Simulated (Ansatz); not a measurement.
# MgI2: transverse stress against strain

MgI2 (1T layered, P-3m1, 33.544 Å³/atom at rest, c along z) under a strain ε along c (axis z), the other axes held. PBE-D3(BJ) in Ansatz, a plane-wave DFT program (PAW, default set), 420 eV, 9×9×5 Γ-centred mesh, Fermi-Dirac smearing 0.05 eV; ions are relaxed within the symmetry of each cell. Stress is positive for a compressed cell.

Here s stands for strain and y for stress xx.

```
strain (%)  stress xx (GPa)
----------  ---------------
-3.00                     ?
-1.50                  0.10
-1.00                  0.07
-0.50                  0.03
0.00                   0.00
0.50                  -0.03
1.00                  -0.06
1.50                  -0.09
```

**Question.** Fit y against s with a straight line, and predict the withheld value at s = -3.00.

**Answer.** Means: s 0, y 0.003. About the means, the sum of products is -0.44500 and the sum of squares of s is 7.0000; the slope is their ratio. Least squares gives y = 0.003 - 0.0636·s. Residuals (row less fit): 0.002, 0.003, -0.005, -0.003, -0.001, 0.001, 0.002; standard error 0.003 (degrees of freedom: 5). The slope gives the elastic constant C13 = 6.4 ± 0.1 GPa. At the withheld row, y = 0.003 - 0.0636 × (-3.0) = 0.194 GPa. The calculation gives 0.25 GPa, 0.056 GPa above the prediction (16.5 % of the range of y in the table). The row lies outside the fitted rows, so this is an extrapolation. The fitted rows scatter only by rounding.

One order more, fitted to all 13 runs of the series, follows each within 0.01, so the miss is the next term of a smooth law. Rows are the converged runs of the series near zero and its far end; series whose fitted rows scatter by over a few per cent of the range, as at a crossing or softening among them, aren't shown in this form. Most that stay on the fit to the last digits aren't either.
